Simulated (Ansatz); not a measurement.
Sensitivity of a calculation on MnIrO3 (R3c, 10 atoms in the cell) to its settings

```yaml
crystal:
  lattice:
    - [2.70654, 1.56262, 4.76516]
    - [-2.70654, 1.56262, 4.76516]
    - [0.00000, -3.12524, 4.76516]
  atoms:
    - { symbol: Mn, position: [0.28750, 0.28750, 0.28750], spin: 4.0 }
    - { symbol: Mn, position: [0.78750, 0.78750, 0.78750], spin: 4.0 }
    - { symbol: Ir, position: [0.01280, 0.01280, 0.01280] }
    - { symbol: Ir, position: [0.51280, 0.51280, 0.51280] }
    - { symbol: O, position: [0.74643, 0.14093, 0.36263] }
    - { symbol: O, position: [0.36263, 0.74643, 0.14093] }
    - { symbol: O, position: [0.14093, 0.36263, 0.74643] }
    - { symbol: O, position: [0.86263, 0.64093, 0.24643] }
    - { symbol: O, position: [0.24643, 0.86263, 0.64093] }
    - { symbol: O, position: [0.64093, 0.24643, 0.86263] }
```
(The spins are starting values, not results.)

Base run A: PBE (Ansatz, an electronic-structure program), self-consistent single point.

Its settings: basis.ecutwfc = 420 eV; kpoints.mp_grid.grid = 4 4 4; hamiltonian.xc = pbe; hamiltonian.pseudopotentials = {kind: paw} (the program's default PAW files); magnetization.spin_polarized = true; scf.occupations.method = cold; scf.occupations.width = 0.1 eV.

The starting cell was generated: these elements placed on a structure prototype, without a prior relaxation; it need not be a known phase or ordering of this composition. The magnetic order is the one reached from the typed start; others were not searched systematically. In the base run, with a pressure of about -11 GPa the cell is away from its equilibrium volume at this level. In the base run, forces exceed 1 eV/Å. Ansatz's pressure includes its estimate of the finite-basis (Pulay) stress.

ΔF is the free energy per atom less that of run A. 

Run A gave: pressure (GPa) -10.94; largest force (eV/Å) 2.280; size of the net moment (μB/atom) 0.80; k-points 13.

Runs:
- B: kpoints.mp_grid.grid: 4 4 4 → 8 8 8
- C: kpoints.mp_grid.grid: 4 4 4 → 2 2 2; scf.occupations.width: 0.1 eV → 0.03 eV
- D: scf.eigensolver.kind: default (the program chose band_cg) → davidson
- E: scf.mixing.preconditioner: default (the program chose Kerker) → ldos

### Question
What does run B change against A?

### Answer
The free energy hardly moves (within 1 meV/atom), the pressure hardly changes (-10.94 to -10.93 GPa), the largest force goes from 2.280 to 2.291 eV/Å and the size of the net moment stays at 0.80 μB/atom.

| run | ΔF (meV/atom) | pressure (GPa) | largest force (eV/Å) | size of the net moment (μB/atom) | k-points |
|---|---|---|---|---|---|
| A | 0.00 | -10.94 | 2.280 | 0.80 | 13 |
| B | 0.17 | -10.93 | 2.291 | 0.80 | 65 |
| C | -5.1 | -11.01 | 2.574 | 0.80 | 4 |
| D | 0.00 | -10.94 | 2.280 | 0.80 | 13 |
| E | 0.00 | -10.94 | 2.279 | 0.80 | 13 |

Keys are those of Ansatz 0.2.
